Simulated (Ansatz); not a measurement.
Take BeS in the zinc blende structure (space group F-43m, No. 216) as the base.

```xyz
2
Lattice="0.0000 2.4190 2.4190 2.4190 0.0000 2.4190 2.4190 2.4190 0.0000" Properties=species:S:1:pos:R:3 pbc="T T T"
Be     0.0000     0.0000     0.0000
S      1.2095     1.2095     1.2095
```

All numbers come from Kohn–Sham DFT with the PBEsol functional, run in Ansatz (a program for electronic structure) with PAW and 420 eV plane waves, without spin-orbit coupling.

Base values:

- Hole mass: 0.33, 0.55, 0.55 mₑ (at Γ)
- Gap character: indirect, Γ → X
- Electron mass: 0.80 mₑ along k, 0.28 mₑ across (at X)

One thing is altered: an isotropic linear strain of +2.50 %, atoms relaxed at fixed cell.

### Question
How does this affect the hole mass, gap character, mean gap deformation potential ΔEg/Δln V and electron mass?

### Answer
The hole mass (degenerate bands, along [100]) becomes 0.32, 0.60, 0.60 mₑ (at Γ) (base: 0.33, 0.55, 0.55 mₑ (at Γ)); the gap character stays indirect, Γ → X; the mean gap deformation potential ΔEg/Δln V comes out as +2.1 eV; the electron mass becomes 0.82 mₑ along k, 0.29 mₑ across (at X) (base: 0.80 mₑ along k, 0.28 mₑ across (at X)).

Effective masses come from finite differences of ±0.01 Å⁻¹. Along k means along the line from Γ to the band edge. Semilocal Kohn–Sham gaps tend to fall short of experiment. Whether these cells are dynamically stable was not tested.
